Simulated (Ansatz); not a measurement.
The starting structures come from a database of crystals and need not be the phases stable at ambient conditions.

 Where the default PAW files enter, the runs use the earlier of Ansatz's two default sets.

Input:

```xyz
4
Lattice="3.8062 0.0000 0.0000 0.0000 3.8062 0.0000 0.0000 0.0000 3.8062" Properties=species:S:1:pos:R:3 pbc="T T T"
W      0.0000     0.0000     0.0000
O      0.0000     0.0000     1.9031
O      1.9031     0.0000     0.0000
O      0.0000     1.9031     0.0000
```

Space group of this cell: Pm-3m, ReO3 type. The cell is taken as given; by PBEsol its mean pressure is -1.3 GPa.

The current runs along the normal of the first two printed vectors, the (001) plane. All runs by Ansatz (a program for electronic structure), plane waves and PAW, without spin-orbit coupling; the base is PBEsol.

```
run                                                      mean pressure (GPa)  gap (eV)  mid-gap κ (1/Å)
-------------------------------------------------------  -------------------  --------  ---------------
base                                                                    -1.3      0.58            0.100
all lengths scaled by 0.98                                              15.5      0.66            0.106
all lengths scaled by 1.02                                             -13.8         ?                ?
lda in place of pbesol                                                  -5.8      0.54            0.096
lengths across the current scaled by 0.98, ions clamped                  9.7         ?                ?
lengths across the current scaled by 1.02, ions clamped                 -9.8         ?                ?
lengths along the current scaled by 1.03, ions clamped                  -7.5      0.49            0.095
```

Task: Some entries are withheld; supply them.

Result: 
- all lengths scaled by 1.02, gap (eV): 0.51
- all lengths scaled by 1.02, mid-gap κ (1/Å): 0.094
- lengths across the current scaled by 0.98, ions clamped, gap (eV): 0.59
- lengths across the current scaled by 0.98, ions clamped, mid-gap κ (1/Å): 0.103
- lengths across the current scaled by 1.02, ions clamped, gap (eV): 0.48
- lengths across the current scaled by 1.02, ions clamped, mid-gap κ (1/Å): 0.093
